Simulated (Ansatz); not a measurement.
Given:

End structure of a constructed model of the (111)B surface of 3C silicon carbide, C-terminated, full Sb adlayer on top sites (bottom of the slab: 1 H on 1 bottom site):

```
CELL_PARAMETERS angstrom
      3.09713     0.00000     0.00000
     -1.54856     2.68219     0.00000
      0.00000     0.00000    28.00000
ATOMIC_POSITIONS crystal
  Si 0.66667 0.33333 0.33949
  C  0.33333 0.66667 0.36207
  Si 0.33333 0.66667 0.42973
  C  0.00000 0.00000 0.45229
  Si 0.00000 0.00000 0.52004
  C  0.66667 0.33333 0.54258
  Si 0.66667 0.33333 0.61051
  C  0.33333 0.66667 0.63191
  H  0.66667 0.33333 0.28591
  Sb 0.33333 0.66667 0.71110
```

Model: 10-atom slab, 11.9 Å thick at the start with caps and adatoms (thin: gaps and levels are the slab's own), 10x10x1 mesh, Fermi-Dirac 0.025 eV, dipole correction, 2 atoms held, the rest relaxed; symmetry of the start imposed; no spin (no spin-polarised run to compare, though such a face may carry moments), no spin-orbit, no U. The slab shows no gap on its mesh. It is one candidate, not shown to be the stable structure of the face.

Q: What work function of the top face does PBE run with Ansatz (an electronic-structure program) give?

A: 3.14 eV
